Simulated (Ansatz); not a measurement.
# Functionals side by side, with their cost (level): CsSiI₃ (R3m, 5 atoms in the cell)

```
CsSiI3
1.0
    4.22618     2.43999     3.67714
   -4.22618     2.43999     3.67714
    0.00000    -4.87998     3.67714
Cs Si I
1 1 3
Direct
  0.00101   0.00101   0.00101
  0.46266   0.46266   0.46266
  0.50187   0.50187   0.02939
  0.02939   0.50187   0.50187
  0.50187   0.02939   0.50187
```

Program: Ansatz (an electronic-structure program), default PAW files made with PBE; each row names its functional.

Base settings: basis.ecutwfc = 30.9 Ry; kpoints.mp_grid.grid = 3 3 3; hamiltonian.xc = pbe0; hamiltonian.pseudopotentials = {kind: paw} (the program's default PAW files); scf.occupations.method = fixed.

Differences are taken from PBE0, a reference of convenience: it is no measurement, and no ranking of the functionals follows.

Core times come from one kind of shared machine and are given to one figure; runs under 30 s give none.

The starting cell comes from a database of computed structures (which also holds hypothetical and non-ambient phases and stackings), without a prior relaxation at this level. Its lattice was rescaled by a random factor within 2.5 % of one. Spin-orbit coupling is off. Ansatz's pressure includes its estimate of the finite-basis (Pulay) stress. Another mesh or the band path of this cell gives a smaller gap, so this value is not converged in the mesh.

```csv
level,gap on the mesh less reference (eV),pressure less reference (GPa),largest difference in the force on any atom (eV/Å),core time / reference (rough)
PBEsol,-1.356,-0.69,0.197,–
HSE06,-0.662,0.02,0.021,0.9
PBE0,0.000,0.00,0.000,1
```

PBEsol ran in under 30 s, against roughly 200 s for PBE0.

Keys are those of Ansatz 0.2.
